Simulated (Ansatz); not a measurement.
The parent structure is MgO in the rock salt structure (space group Fm-3m, No. 225; a = 4.204 Å). Axes: x, y, z lie along the cube axes.

Level of theory: r2SCAN (Ansatz, a quantum-chemistry and plane-wave program; PAW; 500 eV plane waves; no spin-orbit coupling).

A first run, uniaxial strain ε_zz = +2.37 %, gives secant values C11 ≈ 270 GPa and C12 ≈ 90 GPa from its stress. A second run applies biaxial strain +2.82 %, plane normal [001], relaxed out of plane.

Q: What does linear elasticity predict for −ε⊥/ε∥ in the second run, and what does the run give?

A: Linear elasticity: 2 C12/C11 = 0.67. The run gives 0.57; any difference comes from nonlinear terms at these strains and numerical noise.

Whether these cells are dynamically stable was not tested.
